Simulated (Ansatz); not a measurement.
Starting structure for the (111)A surface of zinc-blende AlAs, Al-terminated, 2x2 with 3 H on 4 top atoms (bottom of the slab: 3 H on 4 bottom sites).

```yaml
crystal:
  lattice:
    - [8.10148, 0.00000, 0.00000]
    - [-4.05074, 7.01609, 0.00000]
    - [0.00000, 0.00000, 30.00000]
  atoms:
    - { symbol: As, position: [0.00000, 0.00000, 0.32051] }
    - { symbol: As, position: [0.50000, 0.00000, 0.32051] }
    - { symbol: As, position: [0.00000, 0.50000, 0.32051] }
    - { symbol: As, position: [0.50000, 0.50000, 0.32051] }
    - { symbol: Al, position: [0.33333, 0.16667, 0.34808] }
    - { symbol: Al, position: [0.83333, 0.16667, 0.34808] }
    - { symbol: Al, position: [0.33333, 0.66667, 0.34808] }
    - { symbol: Al, position: [0.83333, 0.66667, 0.34808] }
    - { symbol: As, position: [0.33333, 0.16667, 0.43076] }
    - { symbol: As, position: [0.83333, 0.16667, 0.43076] }
    - { symbol: As, position: [0.33333, 0.66667, 0.43076] }
    - { symbol: As, position: [0.83333, 0.66667, 0.43076] }
    - { symbol: Al, position: [0.16667, 0.33333, 0.45832] }
    - { symbol: Al, position: [0.66667, 0.33333, 0.45832] }
    - { symbol: Al, position: [0.16667, 0.83333, 0.45832] }
    - { symbol: Al, position: [0.66667, 0.83333, 0.45832] }
    - { symbol: As, position: [0.16667, 0.33333, 0.54101] }
    - { symbol: As, position: [0.66667, 0.33333, 0.54101] }
    - { symbol: As, position: [0.16667, 0.83333, 0.54101] }
    - { symbol: As, position: [0.66667, 0.83333, 0.54101] }
    - { symbol: Al, position: [0.00000, 0.00000, 0.56857] }
    - { symbol: Al, position: [0.50000, 0.00000, 0.56857] }
    - { symbol: Al, position: [0.00000, 0.50000, 0.56857] }
    - { symbol: Al, position: [0.50000, 0.50000, 0.56857] }
    - { symbol: As, position: [0.00000, 0.00000, 0.65126] }
    - { symbol: As, position: [0.50000, 0.00000, 0.65126] }
    - { symbol: As, position: [0.00000, 0.50000, 0.65126] }
    - { symbol: As, position: [0.50000, 0.50000, 0.65126] }
    - { symbol: Al, position: [0.33333, 0.16667, 0.67882] }
    - { symbol: Al, position: [0.83333, 0.16667, 0.67882] }
    - { symbol: Al, position: [0.33333, 0.66667, 0.67882] }
    - { symbol: Al, position: [0.83333, 0.66667, 0.67882] }
    - { symbol: H, position: [0.00000, 0.00000, 0.26851] }
    - { symbol: H, position: [0.50000, 0.00000, 0.26851] }
    - { symbol: H, position: [0.00000, 0.50000, 0.26851] }
    - { symbol: H, position: [0.33333, 0.16667, 0.73149] }
    - { symbol: H, position: [0.83333, 0.16667, 0.73149] }
    - { symbol: H, position: [0.33333, 0.66667, 0.73149] }
```

The numbers are results of PBE (plane waves to 420 eV, PAW; Ansatz, a program for electronic structure), not measurements.

Model: 38-atom slab, 13.9 Å thick at the start with caps and adatoms (thin: gaps and levels are the slab's own), 3x3x1 mesh, Fermi-Dirac 0.025 eV, dipole correction, 8 atoms held, the rest relaxed; start symmetry kept, larger cells not searched; no spin, no spin-orbit, no U. Held atoms (counted from 1): 9, 10, 11, 12, 13, 14, 15, 16.

Task: Which atoms move most when this structure relaxes, how far, and what energy is gained?

Result: the energy falls by 1.08 eV. Moves over a fifth of the largest (Å, atoms counted from 1):

| atom | Δx | Δy | Δz |
|---|---|---|---|
| Al32 | 0.00 | 0.00 | -0.56 |
| As4 | 0.00 | 0.00 | -0.35 |
| H33 | -0.02 | 0.01 | 0.20 |
| H34 | 0.02 | 0.01 | 0.20 |
| H35 | 0.00 | -0.03 | 0.20 |
| Al5 | 0.00 | 0.19 | -0.01 |
| Al7 | 0.16 | -0.09 | -0.01 |
| Al8 | -0.16 | -0.09 | -0.01 |
| As2 | -0.03 | -0.02 | 0.16 |
| As1 | 0.03 | -0.02 | 0.16 |
| As3 | 0.00 | 0.04 | 0.16 |
| Al29 | 0.05 | -0.03 | 0.10 |
| Al30 | -0.05 | -0.03 | 0.10 |
| Al31 | 0.00 | 0.06 | 0.10 |

Path of the relaxation:

```tsv
step	E − E_final (eV)
1	1.081
2	0.409
3	0.101
4	0.001
5	0.000
```
